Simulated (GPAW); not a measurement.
Input and output of a self-consistent single point for LaH₃ (Fm-3m, 4 atoms in the cell) (GPAW).

Computed with LDA (Perdew-Wang 92), GPAW PAW datasets LDA (gpaw-data 1.0.1) (plane waves; GPAW).

The change in words: lattice scaled by 0.98. Reference geometry:
```yaml
crystal:
  lattice:
    - [0.00000, 2.84416, 2.84416]
    - [2.84416, 0.00000, 2.84416]
    - [2.84416, 2.84416, 0.00000]
  atoms:
    - { symbol: La, position: [0.00000, 0.00000, 0.00000] }
    - { symbol: H, position: [0.50000, 0.50000, 0.50000] }
    - { symbol: H, position: [0.75000, 0.75000, 0.75000] }
    - { symbol: H, position: [0.25000, 0.25000, 0.25000] }
```

Reference input (self-consistent single point, DFT LDA (Perdew-Wang 92), plane waves, GPAW PAW datasets LDA (gpaw-data 1.0.1)): mode = pw; ecut = 850 eV; xc = LDA; kpts = 10 10 10; mesh shift (steps) = 0 0 0; occupations.name = methfessel-paxton; occupations.width = 0.272 eV; occupations.order = 0; nbands = -10; convergence.density = 1e-05 e/electron; convergence.energy = 1e-05 eV/electron; symmetry.symmorphic = false. This run's input differs from it in these lines:

```diff
@@ -5,9 +5,9 @@
 atoms = Atoms(['La', 'H', 'H', 'H'],
-              cell=[[0.000000, 2.844160, 2.844160],
-                    [2.844160, 0.000000, 2.844160],
-                    [2.844160, 2.844160, 0.000000]],
+              cell=[[0.000000, 2.787277, 2.787277],
+                    [2.787277, 0.000000, 2.787277],
+                    [2.787277, 2.787277, 0.000000]],
               positions=[[0.000000, 0.000000, 0.000000],
-                         [2.844160, 2.844160, 2.844160],
-                         [4.266240, 4.266240, 4.266240],
-                         [1.422080, 1.422080, 1.422080]],
+                         [2.787277, 2.787277, 2.787277],
+                         [4.180916, 4.180916, 4.180916],
+                         [1.393639, 1.393639, 1.393639]],
               pbc=True)
```

Log, with long lists cut:

```
     iter     time        total  log10-change:
                         energy   eigst   dens
iter:   1 --:--:--   -19.308357
iter:   2 --:--:--   -19.159137   -1.39  -0.86
iter:   3 --:--:--   -18.502022   -0.44  -0.89
iter:   4 --:--:--   -18.449490   -1.58  -1.64
iter:   5 --:--:--   -18.411439   -2.21  -1.73
iter:   6 --:--:--   -18.409556   -2.29  -1.78
iter:   7 --:--:--   -18.422785   -2.46  -2.21
iter:   8 --:--:--   -18.408955   -2.87  -1.80
iter:   9 --:--:--   -18.407635   -3.25  -2.59
iter:  10 --:--:--   -18.407727   -3.95  -3.20
iter:  11 --:--:--   -18.407669c  -4.39  -2.84
iter:  12 --:--:--   -18.407659c  -4.88  -3.15
iter:  13 --:--:--   -18.407660c  -5.30  -3.51
iter:  14 --:--:--   -18.407661c  -5.50  -3.53
iter:  15 --:--:--   -18.407666c  -5.27  -3.57
   [... 6 lines left out ...]
iter:  22 --:--:--   -18.407655c  -6.04  -3.73
iter:  23 --:--:--   -18.407658c  -6.35  -4.22
iter:  24 --:--:--   -18.407652c  -6.41  -3.88
iter:  25 --:--:--   -18.407653c  -7.38  -4.30
iter:  26 --:--:--   -18.407654c  -8.02c -4.45
iter:  27 --:--:--   -18.407653c  -7.81c -4.49
iter:  28 --:--:--   -18.407654c  -8.22c -4.45
iter:  29 --:--:--   -18.407654c  -8.61c -4.61
iter:  30 --:--:--   -18.407655c  -8.09c -4.64
iter:  31 --:--:--   -18.407655c  -8.47c -5.01c
Converged after 31 iterations.

Dipole moment: (0.000001, 0.000001, 0.000001) |e|*Ang

Energy contributions relative to reference atoms: (reference = -230975.009786)

Kinetic:        +19.459872
Potential:      -19.191231
External:        +0.000000
XC:             -18.138244
Entropy (-ST):   -0.006714
Local:           -0.534694
SIC:             +0.000000
--------------------------
Free energy:    -18.411012
Extrapolated:   -18.407655

Showing only first 2 kpts
 Kpt  Band  Eigenvalues  Occupancy
  0     5      6.29750    2.00000
  0     6      9.44365    0.07972
  0     7      9.44365    0.07972
  0     8      9.44365    0.07972

  1     5      5.81450    2.00000
  1     6      8.93233    1.63518
  1     7      9.57613    0.01464
  1     8      9.57613    0.01464

Fermi level: 9.10663

No gap
No difference between direct/indirect transitions
Energy (eV): -18.407655

Forces in eV/Ang:
  0 La    0.00000   -0.00000   -0.00000
  1 H     0.00000    0.00000    0.00000
  2 H     0.00000   -0.00000   -0.00000
  3 H    -0.00000   -0.00000    0.00000

Stress tensor:
     0.028738    -0.000000    -0.000000
    -0.000000     0.028738     0.000000
    -0.000000     0.000000     0.028738
Stress (GPa, Voigt): [ 4.6043  4.6043  4.6043  0.     -0.     -0.    ]
```

The run converged in 31 iterations. GPAW prints stress with tension positive. Against the reference run the free energy falls by 27.9 meV/atom and the pressure goes from -8.45 to -4.60 GPa.

The starting cell comes from a database of computed structures (which also holds hypothetical and non-ambient phases and stackings), without a prior relaxation at this level. Its lattice was rescaled by a random factor within 2.5 % of one. For this run, on top of that: lattice scaled by 0.98. With a pressure of about -5 GPa the cell is away from its equilibrium volume at this level.

Cost on one core of a shared machine: roughly 3 min.
